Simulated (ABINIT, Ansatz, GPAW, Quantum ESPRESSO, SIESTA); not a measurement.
**One structure in several programs: CaGaSiH (P1, 4 atoms in the cell)**

Self-consistent single point, at a second geometry (atoms moved at random). First geometry:

```xyz
4
Lattice="4.0911 0.0000 0.0000 -2.0455 3.5430 0.0000 0.0000 0.0000 4.7628" Properties=species:S:1:pos:R:3 pbc="T T T"
Ca     0.0000     0.0000     0.0000
Ga     2.0456     1.1810     2.6519
Si     0.0000     2.3620     2.0656
H      2.0456     1.1810     4.4056
```

Second geometry:
```yaml
crystal:
  lattice:
    - [4.09110, 0.00000, 0.00000]
    - [-2.04555, 3.54300, 0.00000]
    - [0.00000, 0.00000, 4.76280]
  atoms:
    - { symbol: Ca, position: [0.98780, 0.99026, 0.01376] }
    - { symbol: Ga, position: [0.66856, 0.33640, 0.56616] }
    - { symbol: Si, position: [0.32919, 0.66755, 0.41973] }
    - { symbol: H, position: [0.68112, 0.33913, 0.91585] }
```

Shared settings, as Ansatz (a first-principles code) writes them: kpoints.mp_grid.grid = 6 6 5; scf.occupations.method = fermi_dirac; scf.occupations.width = 0.02 eV. Potentials and cutoffs stand in the table.

```tsv
code	model	ΔF from the first geometry (meV/atom)	pressure (GPa)	largest force (eV/Å)	gap on the mesh (eV)	cutoff
ABINIT	PBEsol, PAW (JTH v2.0 PBE PAW, files made for PBE)	12.5	-1.85	0.648	0.312	60 Ry
Quantum ESPRESSO	PBEsol, GBRV 1.5 ultrasoft (PBESOL) pseudopotentials	12.3	-1.96	0.645	0.310	50 Ry
Ansatz	PBEsol, PAW files made with PBE	12.3	-1.90	0.640	0.309	default
SIESTA	GGA PBEsol, numerical atomic orbitals DZP, PseudoDojo PBEsol standard norm-conserving potentials (rewritten from UPF to PSML)	17.0	3.61	0.700	0.618	grid 400 Ry
GPAW	PBEsol, GPAW PAW datasets PBEsol (made by gpaw-setup)	15.8	-0.53	0.895	0.313	850 eV
```

Size of the force on each atom (eV/Å): Sizes of forces hide their directions.

| code | Ca1 | Ga2 | Si3 | H4 |
|---|---|---|---|---|
| ABINIT | 0.208 | 0.648 | 0.429 | 0.402 |
| Quantum ESPRESSO | 0.206 | 0.645 | 0.426 | 0.400 |
| Ansatz | 0.207 | 0.640 | 0.429 | 0.393 |
| SIESTA | 0.418 | 0.684 | 0.700 | 0.352 |
| GPAW | 0.201 | 0.895 | 0.365 | 0.713 |

Gaps are read on the mesh.

The spread over the programs that give each value: ΔF from the first geometry within 4.7 meV/atom; pressure within 5.57 GPa; largest force within 0.255 eV/Å; gap on the mesh within 0.309 eV.

SIESTA uses small atom-centred bases, whose incompleteness enters pressures, forces and empty levels differently from a plane-wave cutoff. Ansatz's pressure is given at a fixed set of plane waves, as the other plane-wave codes print theirs; with its correction for the finite basis it is -1.86 GPa. In the pressure, SIESTA (by 5.48) and GPAW (by 1.34) lie more than 1 GPa from the median of the plane-wave programs. In the gap, SIESTA (by 0.307) lies more than 0.12 eV from the median of the plane-wave programs. In the force vectors, SIESTA (by 0.294) and GPAW (by 0.321) lie more than 0.08 eV/Å from the median of the plane-wave programs.

The starting cell comes from a database of computed structures (which also holds hypothetical and non-ambient phases and stackings), without a prior relaxation at this level. For this run, on top of that: atoms moved at random.

Left out of this page: CP2K (unsound by tests on forces, stress, charge or solver warnings).

Keys are those of Ansatz 0.2.
